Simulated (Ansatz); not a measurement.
Base system: InP in the zinc blende structure (space group F-43m, No. 216).

```yaml
crystal:
  lattice:
    - [0.00000, 2.93922, 2.93922]
    - [2.93922, 0.00000, 2.93922]
    - [2.93922, 2.93922, 0.00000]
  atoms:
    - { symbol: In, position: [0.00000, 0.00000, 0.00000] }
    - { symbol: P, position: [0.25000, 0.25000, 0.25000] }
```

Method: plane-wave PAW DFT at the PBEsol level (Ansatz, an electronic-structure program, 420 eV), no spin-orbit coupling.

For the base:

The gap character is direct at Γ. The width of the top valence band comes out as 2.92 eV and the pressure is 0.00 GPa.

Perturbation: the cell is scaled by 1.0300 in all directions, atoms relaxed at fixed cell.

**Question.** What does the calculation give for the mean gap deformation potential ΔEg/Δln V, gap character, width of the top valence band and pressure after the change?

**Answer.** The mean gap deformation potential ΔEg/Δln V is -5.4 eV; the gap character stays direct at Γ; the width of the top valence band shrinks by 0.37 eV (2.92 eV → 2.55 eV); the pressure goes from zero to -4.79 GPa.

The cells carry an imposed strain or load. Whether these cells are dynamically stable was not tested. The zero or small gap of InP under isotropic strain +3.00 % can change with the level of theory.
